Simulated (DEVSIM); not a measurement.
Structure: illuminated Si p-on-n cell, one wavelength, at 400 K.

| layer (left to right) | material | thickness (μm) | Nd (cm⁻³) | Na (cm⁻³) | τn (s) | τp (s) | absorption coefficient (cm⁻¹) |
|---|---|---|---|---|---|---|---|
| 1 | Si | 0.470 | - | 9.9e17 | 3.7e-7 | 9.4e-8 | 100 |
| 2 | Si | 150 | 1e15 | - | 7.2e-7 | 7.2e-7 | 100 |

Left contact: ohmic, minority electron recombination velocity 1000 cm/s. Right contact: ohmic, minority hole recombination velocity 100 cm/s. Voltage is applied to the left contact. Recombination: SRH at mid-gap, radiative, Auger. Light enters at the left, 2e17 photons cm⁻² s⁻¹, one pass, no reflection. Mobility is μmin + (μ − μmin)/(1 + (N/Nref)^α).

The device is made up for the run: typed textbook-type constants, with dimensions and the other settings drawn at random. Values at 300 K; Nc and Nv go as T^1.5, mobilities as T to minus their exponent, the gap by Varshni's rule with the affinity fixed.

```tsv
parameter	Si
gap (eV)	1.124
affinity (eV)	4.05
permittivity	11.7
Nc (cm⁻³)	2.86e19
Nv (cm⁻³)	3.1e19
μn (cm²/Vs)	1417
μp (cm²/Vs)	470
μn,min	52
μp,min	45
Nref,n	9.7e16
Nref,p	2.2e17
αn	0.68
αp	0.72
T exponent of μn	2.3
T exponent of μp	2.2
B (cm³/s)	4.7e-15
Cn (cm⁶/s)	2.8e-31
Cp (cm⁶/s)	9.9e-32
Varshni α (eV/K)	0.000473
Varshni β (K)	636
```

Model (solved in DEVSIM): 1D drift-diffusion, Boltzmann statistics, complete ionisation; no tunnelling, impact ionisation, image-force lowering or self-heating.

The minority lifetime in layer 2 was swept, all else fixed.

| minority lifetime in layer 2 (s) | largest power (mW/cm²) | share of generated pairs collected at short circuit | fill factor | dark forward voltage at 100 A/cm² (V) |
|---|---|---|---|---|
| 2.2e-8 | 0.0751 | 0.0728 | 0.42 | 1.280 |
| 7.2e-8 | 0.171 | 0.110 | 0.47 | 1.229 |
| 2.2e-7 | 0.372 | … | … | … |
| 7.2e-7 | 0.778 | 0.269 | 0.57 | 0.963 |
| 2.2e-6 | 1.46 | 0.404 | 0.61 | 0.850 |
| 7.2e-6 | 2.57 | 0.593 | 0.63 | 0.805 |
| 2.2e-5 | 3.89 | 0.766 | 0.66 | 0.795 |

Problem. Some entries are withheld; supply them.

Solution. 
- 2.2e-7, share of generated pairs collected at short circuit: 0.170
- 2.2e-7, fill factor: 0.53
- 2.2e-7, dark forward voltage at 100 A/cm² (V): 1.123
